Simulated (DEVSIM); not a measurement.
**InP/In0.53Ga0.47As n-p heterojunction**

Device: InP/In0.53Ga0.47As n-p heterojunction, at 400 K.

| layer (left to right) | material | thickness (μm) | Nd (cm⁻³) | Na (cm⁻³) | τn (s) | τp (s) |
|---|---|---|---|---|---|---|
| 1 | InP | 1.40 | 3.4e16 | - | 3.2e-9 | 3.2e-9 |
| 2 | In0.53Ga0.47As | 0.320 | - | 1.7e15 | 3.2e-9 | 3.2e-9 |

Left contact: ohmic. Right contact: ohmic. Voltage is applied to the left contact. Recombination: SRH at mid-gap, radiative. Mobility is constant in doping.

Constants are typed, rounded textbook-type inputs, not results; the design itself was drawn at random and stands for no fabricated device. Values at 300 K; Nc and Nv go as T^1.5, mobilities as T to minus their exponent, the gap by Varshni's rule with the affinity fixed.

| parameter | InP | In0.53Ga0.47As |
|---|---|---|
| gap (eV) | 1.344 | 0.74 |
| affinity (eV) | 4.38 | 4.51 |
| permittivity | 12.5 | 13.9 |
| Nc (cm⁻³) | 5.7e17 | 2.1e17 |
| Nv (cm⁻³) | 1.1e19 | 7.7e18 |
| μn (cm²/Vs) | 5200 | 12000 |
| μp (cm²/Vs) | 170 | 300 |
| T exponent of μn | 2 | 1.6 |
| T exponent of μp | 2 | 1.6 |
| B (cm³/s) | 1.2e-10 | 9.6e-11 |
| Varshni α (eV/K) | 0.000363 | 0.00035 |
| Varshni β (K) | 162 | 190 |

Simulated with DEVSIM: 1D drift-diffusion, Boltzmann statistics, complete ionisation; no tunnelling, impact ionisation, image-force lowering or self-heating. Band offsets follow the typed affinities; no thermionic-emission limit at abrupt steps, no polarisation charge.

Potential step across the device at zero bias: 0.422 V
Largest field in the device at zero bias: 25000 V/cm
Dark forward voltage at 100 A/cm²: 0.069 V

Small-signal capacitance in reverse bias (quasi-static):

| V (V) | C (nF/cm²) |
|---|---|
| 0.1 | 39.0 |
| 0.25 | 36.4 |
| 0.5 | 33.2 |
| 0.75 | 30.8 |
| 1 | 29.3 |
| 1.5 | 27.3 |
| 2 | 25.8 |
| 2.5 | 24.4 |
| 3.25 | 22.8 |

Dark reverse current:

```tsv
V (V)	J (A/cm²)
0.10	30
0.25	46
0.50	67
0.75	87
1.00	110
1.50	140
2.00	180
2.50	210
3.25	250
```
